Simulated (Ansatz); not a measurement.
Start from AlP in the zinc blende structure (space group F-43m, No. 216).

```yaml
crystal:
  lattice:
    - [0.00000, 2.75367, 2.75367]
    - [2.75367, 0.00000, 2.75367]
    - [2.75367, 2.75367, 0.00000]
  atoms:
    - { symbol: P, position: [0.25000, 0.25000, 0.25000] }
    - { symbol: Al, position: [0.00000, 0.00000, 0.00000] }
```

Level of theory: PBE/PAW in Ansatz (a first-principles code), no SOC, earlier PAW set.

Before the change:

```
Property                        Result
-----------------------------  -------
Width of the top valence band  2.72 eV
Smallest direct gap            3.09 eV
```

Perturbation: every P is replaced by As, then cell and atoms are relaxed.

Q: What happens to the width of the top valence band?

A: The width of the top valence band decreases by 0.026 eV (2.72 eV → 2.70 eV).

Q: What does the calculation give for the smallest direct gap after the change?

A: The smallest direct gap falls by 1.31 eV, from 3.09 eV to 1.78 eV.

Semilocal Kohn–Sham gaps tend to fall short of experiment. Stability against distortions was not tested.
